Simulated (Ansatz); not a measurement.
A periodic model of amorphous Si24O49Ca:

```
CELL_PARAMETERS angstrom
     10.16580    -0.23998    -0.03461
     -0.23998    10.96712    -0.10257
     -0.03461    -0.10257    10.37384
ATOMIC_POSITIONS crystal
  Si 0.69782 0.32357 0.88668
  Si 0.45460 0.44463 0.78222
  Si 0.61413 0.27405 0.14620
  Si 0.93506 0.15499 0.47451
  Si 0.82605 0.89961 0.51564
  Si 0.31741 0.67594 0.12345
  Si 0.27172 0.99886 0.52214
  Si 0.20564 0.83443 0.75938
  Si 0.70578 0.14319 0.66131
  Si 0.75055 0.87338 0.77422
  Si 0.55390 0.55146 0.22930
  Si 0.05845 0.41642 0.45680
  Si 0.54024 0.87152 0.46505
  Si 0.30317 0.50016 0.32726
  Si 0.15489 0.88099 0.05458
  Si 0.72065 0.76804 0.28095
  Si 0.36979 0.25677 0.28020
  Si 0.92263 0.50951 0.93536
  Si 0.48636 0.72922 0.71299
  Si 0.21257 0.50043 0.90834
  Si 0.12681 0.06385 0.28449
  Si 0.05086 0.58424 0.69552
  Si 0.42836 0.23153 0.57092
  Si 0.87093 0.76994 0.03015
  O  0.06932 0.45707 0.97778
  O  0.17566 0.51562 0.75683
  O  0.28433 0.82124 0.12005
  O  0.99418 0.41951 0.31835
  O  0.57878 0.82575 0.31991
  O  0.35400 0.78724 0.76933
  O  0.83885 0.84790 0.90206
  O  0.62333 0.23845 0.99004
  O  0.82876 0.38774 0.96271
  O  0.23554 0.17378 0.28295
  O  0.75447 0.25096 0.76432
  O  0.41483 0.34998 0.66483
  O  0.09421 0.72920 0.71344
  O  0.47239 0.63981 0.12915
  O  0.44208 0.27402 0.42167
  O  0.20638 0.93149 0.64412
  O  0.69332 0.62080 0.27331
  O  0.78821 0.18170 0.52959
  O  0.98356 0.12711 0.31912
  O  0.50981 0.75653 0.55998
  O  0.46558 0.58371 0.73102
  O  0.22009 0.45471 0.45173
  O  0.24253 0.61351 0.24763
  O  0.03050 0.27447 0.51909
  O  0.01050 0.52572 0.55659
  O  0.25406 0.62627 0.98559
  O  0.55067 0.15512 0.62564
  O  0.83523 0.81036 0.38821
  O  0.29625 0.14017 0.57184
  O  0.74354 0.23961 0.21872
  O  0.16937 0.97540 0.39973
  O  0.58692 0.42305 0.16011
  O  0.86008 0.62035 0.01698
  O  0.47577 0.19981 0.18450
  O  0.45914 0.53872 0.35785
  O  0.34412 0.42041 0.89818
  O  0.92357 0.55249 0.78725
  O  0.41177 0.95237 0.46794
  O  0.60170 0.42722 0.83849
  O  0.61128 0.79486 0.79179
  O  0.12304 0.00588 0.13798
  O  0.83069 0.82192 0.64827
  O  0.73186 0.01985 0.74839
  O  0.31361 0.38416 0.22564
  O  0.02361 0.79398 0.07327
  O  0.17310 0.90080 0.89891
  O  0.67453 0.95172 0.50978
  O  0.93896 0.01136 0.52611
  O  0.77049 0.81468 0.14093
  Ca 0.93624 0.29902 0.16675
```

Methods: PBE, scalar-relativistic without spin-orbit coupling (Ansatz, a first-principles code); r2SCAN, scalar-relativistic without spin-orbit coupling (Ansatz); HSE06, scalar-relativistic without spin-orbit coupling (Ansatz). Neutral PBE cell, which sets geometry, pressure and energy: sampling: a 2×2×2 Γ-centred mesh; Fermi-Dirac width 0.02 eV; no spin polarisation. Exact exchange is cut at the faces of this 10 Å cell, which leaves hybrid gaps a finite-size error.

It comes from a melt-quench run on a machine-learned potential (CHGNet), relaxed afterwards by DFT. O atoms were pushed apart under 1.9 Å during the dynamics, to hinder bonds among them. The hot cell started wider than the set density and was brought back towards it in steps. It is the lowest in DFT energy of 2 quenches. It is a model cell: composition and starting density were chosen by hand, and all elements were melted together. No dispersion term was used. Its density started from a set value of 2.23 and ended at 2.15 g/cm³. The simulated quench (nominally 480 K/ps over its main leg) is rapid and tends to freeze in more defects than a deposited or slowly cooled glass has. Values belong to this one cell and scatter from quench to quench. Volume and shape were free in the relaxation.

Q: Give the pressure, the energy against reference phases and the spacing of the highest filled and lowest empty levels.

A: 
```json
{
  "Pressure on a 2×2×2 Γ-centred mesh": "0.03 GPa",
  "Largest force and stress component on that mesh (the relaxation ran on the zone centre alone)": "0.02 eV/Å and 0.1 GPa",
  "Energy relative to alpha cristobalite + rock-salt CaO (lowest mix at this level among the phases computed, not always the ambient ones)": "0.099 eV/atom",
  "Level gap on a 2×2×2 Γ-centred mesh (PBE)": "4.14 eV",
  "Level gap at the zone centre (PBE)": "4.14 eV",
  "Level gap at the zone centre (r2SCAN)": "4.78 eV",
  "Level gap at the zone centre (HSE06)": "5.79 eV",
  "Distance between the nearest levels spread over more than a fifth of the atoms or a third of the atoms of their main element (six at least) (PBE, zone centre)": "5.20 eV"
}
```

Q: At PBE and the zone centre, how localised are the states just below and above the Fermi level (participation number: the atoms over which a state spreads)?

A: The highest filled state is spread over 2.4 atoms' worth, largest on O54, with weights by element (charge in smoothed Voronoi cells) O 0.94, Si 0.04, Ca 0.01. The lowest empty state is spread over 55.1 atoms' worth, largest on Ca74, with weights by element (charge in smoothed Voronoi cells) O 0.69, Si 0.26, Ca 0.05.

At PBE the levels at the filled edge of the gap are localised (band-tail or defect states), and the nearest spread-out levels lie 5.2 eV apart at the zone centre.

Neighbours within Si-Si 2.60 Å, Si-O 1.90 Å, Si-Ca 3.16 Å, O-O 1.58 Å, O-Ca 2.90 Å, Ca-Ca 3.87 Å count as bonded. Two cations that share two anions don't count as bonded, nor two that share one unless they lie closer than Si-Si 2.38 Å, Si-Ca 3.07 Å, Ca-Ca 3.77 Å.

Added carriers, by PBE, scalar-relativistic without spin-orbit coupling (Ansatz) on the zone centre alone. Charged cells keep the cell fixed and stand in a uniform background, with no image correction, at a width of 0.01 eV; where the count is odd the moment is locked at 1 μB, unless the neutral cell bore moments. Each starts from the undistorted neutral geometry alone. PBE's self-interaction favours spread-out carriers, so it can miss traps that a hybrid finds.

Q: What happens at PBE when the cell takes an extra electron and the atoms relax?

A: Relaxation lowers the charged cell by 0.03 eV. The largest moves are O32 0.04 Å, Si20 0.03 Å, O54 0.03 Å, O57 0.03 Å. The level that holds the added charge spreads over 51.5 atoms' worth, most on Ca74 (weight 0.06): a carrier spread over the cell. No bond crosses its cut-off with a change of over 0.15 Å (metal-metal contacts aside). Made neutral again at that geometry, the cell lies +0.03 eV from the neutral start.

Q: What happens at PBE when the cell takes a hole and the atoms relax?

A: Relaxation lowers the charged cell by 0.32 eV. The largest moves are Ca74 0.24 Å, O54 0.17 Å, O46 0.12 Å, O28 0.12 Å. The level that was emptied spreads over 3.7 atoms' worth, most on O54 (weight 0.41): a localised (trapped) carrier, which neighbours of that atom can share. Bonds formed: O25-Ca74. Made neutral again at that geometry, the cell lies +0.50 eV from the neutral start.
